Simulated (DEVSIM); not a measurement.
System: Schottky contact on n-type Si, at 300 K.

```
layer (left to right)  material  thickness (μm)  Nd (cm⁻³)  τn (s)  τp (s)
---------------------  --------  --------------  ---------  ------  ------
1                            Si           0.330     1.8e16  1.2e-7  1.2e-7
```

Left contact: Schottky, work function 4.7 eV, emission velocity 2.8e6 cm/s. Right contact: ohmic. Voltage is applied to the left contact. Recombination: SRH at mid-gap, radiative, Auger. Gap narrowing is on: ΔEg = 6.92 meV × (l + √(l² + 0.5)), l = ln(N/1.3e17 cm⁻³), shared equally by both band edges. Mobility is constant in doping. Where it depends on doping, it is μmin + (μ − μmin)/(1 + (N/Nref)^α).

The device is made up for the run: typed textbook-type constants, with dimensions and the other settings drawn at random. Values at 300 K; Nc and Nv go as T^1.5, mobilities as T to minus their exponent, the gap by Varshni's rule with the affinity fixed. The table also holds parameters that only a changed run uses.

| parameter | Si |
|---|---|
| gap (eV) | 1.124 |
| affinity (eV) | 4.05 |
| permittivity | 11.7 |
| Nc (cm⁻³) | 2.86e19 |
| Nv (cm⁻³) | 3.1e19 |
| μn (cm²/Vs) | 1417 |
| μp (cm²/Vs) | 470 |
| μn,min | 52 |
| μp,min | 45 |
| Nref,n | 9.7e16 |
| Nref,p | 2.2e17 |
| αn | 0.68 |
| αp | 0.72 |
| T exponent of μn | 2.3 |
| T exponent of μp | 2.2 |
| B (cm³/s) | 4.7e-15 |
| Cn (cm⁶/s) | 2.8e-31 |
| Cp (cm⁶/s) | 9.9e-32 |
| Varshni α (eV/K) | 0.000473 |
| Varshni β (K) | 636 |

Simulated with DEVSIM: 1D drift-diffusion, Boltzmann statistics, complete ionisation; no tunnelling, impact ionisation, image-force lowering or self-heating. Metal contacts follow the ideal Schottky-Mott rule: no Fermi-level pinning, no interface dipoles.

Base results: largest field in the device at zero bias (V/cm) 49000; potential step across the device at zero bias (V) 0.459; dark forward voltage at 100 A/cm² (V) 0.349; dark forward voltage at 1 A/cm² (V) 0.228.

Question: What follows from this one change: metal work function 4.7 → 4.65 eV?

Answer: largest field in the device at zero bias little changed (46000 V/cm); potential step across the device at zero bias 0.459 → 0.409 V; dark forward voltage at 100 A/cm² 0.349 → 0.299 V; dark forward voltage at 1 A/cm² 0.228 → 0.178 V.

Question: What follows from this one change: temperature 300 → 250 K?

Answer: largest field in the device at zero bias little changed (51000 V/cm); potential step across the device at zero bias 0.459 → 0.497 V; dark forward voltage at 100 A/cm² 0.349 → 0.404 V; dark forward voltage at 1 A/cm² 0.228 → 0.304 V.
